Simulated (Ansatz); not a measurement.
# BN: energy against strain

BN (layered hexagonal, P6_3/mmc, 8.679 Å³/atom at rest, c along z) under an equal strain ε in the (0001) plane with the normal axis free, as in a coherent film. PBEsol-D3(BJ) in Ansatz, a plane-wave DFT program (PAW, default set), 420 eV, 15×15×5 Γ-centred mesh, Fermi-Dirac smearing 0.05 eV; ions are relaxed within the symmetry of each cell.

Here s stands for strain and y for E less E0.

| strain (%) | E less E0 (meV/atom) |
|---|---|
| -1.20 | 9.08 |
| -0.60 | 2.24 |
| 0.00 | 0.00 |
| 0.60 | 2.18 |
| 1.20 | 8.55 |
| 3.00 | ? |

Fit y of the 5 rows that show it with a parabola. Least squares gives y = 0.004 - 0.1867·s + 6.1190·s². Residuals (row less fit): 0.041, -0.079, -0.004, 0.085, -0.041; standard error 0.092 (degrees of freedom: 2). Twice the quadratic coefficient over the volume, 2 × 6.1190 meV × 10⁴ × 0.1602 / 8.679 Å³, is twice the biaxial elastic modulus of this plane = 2259 ± 25 GPa.

**Question.** Estimate the missing y (s = 3.00); what did the run itself give?

**Answer.** y = 0.004 - 0.1867 × 3.0 + 6.1190 × 3.0² = 54.515 meV/atom. The calculation gives 50.89 meV/atom, 3.625 meV/atom below the prediction (7.1 % of the range of y in the table). The row lies outside the fitted rows, so this is an extrapolation. From the scatter of the fitted rows alone, a prediction at this place has a standard error of 0.591 meV/atom, so the miss is 6.1 times that.

One order more, fitted to all 11 runs of the series, follows each within 0.04, so the miss is the next term of a smooth law. Rows are the converged runs of the series near zero and its far end; series whose fitted rows scatter by over a few per cent of the range, as at a crossing or softening among them, aren't shown in this form. Most that stay on the fit to the last digits aren't either.
